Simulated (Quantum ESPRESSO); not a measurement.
# Parameter sweep on TaSiAs (P4/nmm, 6 atoms in the cell)

```
TaSiAs
1.0
    3.49900     0.00000     0.00000
    0.00000     3.49900     0.00000
    0.00000     0.00000     7.85700
Si As Ta
2 2 2
Direct
  0.00000   0.00000   0.00000
  0.50000   0.50000   0.00000
  0.50000   0.00000   0.60900
  0.00000   0.50000   0.39100
  0.50000   0.00000   0.25600
  0.00000   0.50000   0.74400
```

Base run A: PBEsol, GBRV 1.5 ultrasoft (PBESOL) pseudopotentials in Quantum ESPRESSO, self-consistent single point.

Its settings: ecutwfc = 40 Ry; ecutrho = 320 Ry; occupations = smearing; smearing = cold; degauss = 0.0147 Ry; potentials = {Si: si_pbesol_v1.uspp.F.UPF, As: as_pbesol_v1.uspp.F.UPF, Ta: ta_pbesol_v1.uspp.F.UPF}; K_POINTS = automatic 6 6 3 0 0 0; conv_thr = 1e-10 Ry; mixing_beta = 0.5.

The starting cell comes from a database of published, mostly measured structures (it also holds non-ambient and calculated ones), without a prior relaxation at this level. Spin polarisation is off.

ΔF is the free energy per atom less that of run A. 

Runs:
- B: 2 x 1 x 1 supercell, mesh divided to match; K_POINTS: automatic 6 6 3 0 0 0 → automatic 3 6 3 0 0 0
- C: 1 x 2 x 1 supercell, mesh divided to match; K_POINTS: automatic 6 6 3 0 0 0 → automatic 6 3 3 0 0 0
- D: 1 x 1 x 2 supercell, mesh divided and rounded up; K_POINTS: automatic 6 6 3 0 0 0 → automatic 6 6 2 0 0 0

```csv
run,ΔF (meV/atom),pressure (GPa),largest force (eV/Å),k-points,valence electrons
A,0.00,-2.88,0.220,20,44
B,0.00,-2.88,0.220,16,88
C,0.00,-2.88,0.220,16,88
D,3.8,-2.71,0.133,20,88
```

Run D against A: The free energy rises by 3.8 meV/atom, the pressure goes from -2.88 to -2.71 GPa and the largest force goes from 0.220 to 0.133 eV/Å.

Run B against A: The free energy hardly moves (within 1 meV/atom), the pressure stays at -2.88 GPa and the largest force stays at 0.220 eV/Å.

Run C against A: The free energy stays essentially unchanged (within 1 meV/atom), the pressure stays at -2.88 GPa and the largest force stays at 0.220 eV/Å.
